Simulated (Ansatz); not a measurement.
Consider Pb in the fcc (Cu type) structure (space group Fm-3m, No. 225; a = 4.934 Å; relaxed with 0.1 eV smearing). Axes: x, y, z lie along the cube axes.

Computed with Ansatz (a first-principles code) PBEsol, scalar-relativistic without spin-orbit coupling.

Perturbation: biaxial strain −0.83 %, plane normal [111], relaxed out of plane (Cartesian); in-plane vectors clamped, the third vector and the atoms free.

Q: How does this affect the energy relative to the base?

A: The energy rises by 1.0 meV/atom.

Q: How does this affect the out-of-plane strain?

A: The out-of-plane strain is +0.75 %.

Stability against distortions was not tested.
